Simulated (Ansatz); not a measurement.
Substrate model: Si(111) 1x1 surface, 6 top atoms, 3 bilayers, bottom bilayer H-capped and fixed, every top atom capped by H; cell 11.5 x 6.6 Å; two neighbouring H replaced by OH; about 7 Å thick over the host's atoms, 18 atoms held. All values below come from PBE-D3(BJ) (plane waves to 420 eV, PAW; Ansatz, a first-principles code). Sampling: 1x2x1 k points. The slab states were run without spin polarisation. No spin-orbit coupling. Results hold for this slab, coverage and mesh. Each barrier is the saddle point's height over the relaxed start (climbing-image NEB, finished by a saddle search where needed); no vibrational corrections are included. The saddle order is not shown. The ends were relaxed from one prepared geometry each.

Step: SnCl4 exchanges a ligand with a surface O-H group and HCl forms.

Start:

```
atom    x (Å)  y (Å)   z (Å)
------  -----  -----  ------
Si(16)  5.670  3.367   9.540
H(29)   3.782  6.560  10.980
O(46)   5.289  3.482  11.205
H(47)   4.311  3.530  11.337
H(49)   1.762  3.042  11.754
Sn(a0)  6.039  3.161  13.629
Cl(a1)  4.033  4.335  13.882
Cl(a2)  7.857  4.342  12.768
Cl(a3)  5.773  0.928  13.004
Cl(a4)  6.716  2.918  15.858
```

End:

| atom | x (Å) | y (Å) | z (Å) |
|---|---|---|---|
| Si(16) | 5.728 | 3.355 | 9.514 |
| H(29) | 3.837 | 6.649 | 11.003 |
| O(46) | 5.517 | 3.515 | 11.176 |
| H(47) | 2.944 | 5.226 | 13.572 |
| H(49) | 1.784 | 4.023 | 11.712 |
| Sn(a0) | 6.073 | 2.911 | 12.934 |
| Cl(a1) | 1.876 | 5.820 | 13.112 |
| Cl(a2) | 8.202 | 3.655 | 13.479 |
| Cl(a3) | 5.885 | 0.619 | 13.261 |
| Cl(a4) | 4.611 | 3.927 | 14.457 |

### Question
Give the geometry at the top of the path.

### Answer
| atom | x (Å) | y (Å) | z (Å) |
|---|---|---|---|
| Si(16) | 5.73 | 3.37 | 9.59 |
| H(29) | 3.78 | 6.79 | 10.99 |
| O(46) | 5.50 | 3.53 | 11.31 |
| H(47) | 4.51 | 4.22 | 11.80 |
| H(49) | 2.16 | 3.70 | 11.77 |
| Sn(a0) | 6.30 | 3.04 | 13.14 |
| Cl(a1) | 3.59 | 4.84 | 12.79 |
| Cl(a2) | 8.34 | 4.14 | 13.10 |
| Cl(a3) | 6.34 | 0.72 | 13.07 |
| Cl(a4) | 5.49 | 3.48 | 15.27 |
It lies 0.96 eV over the start.
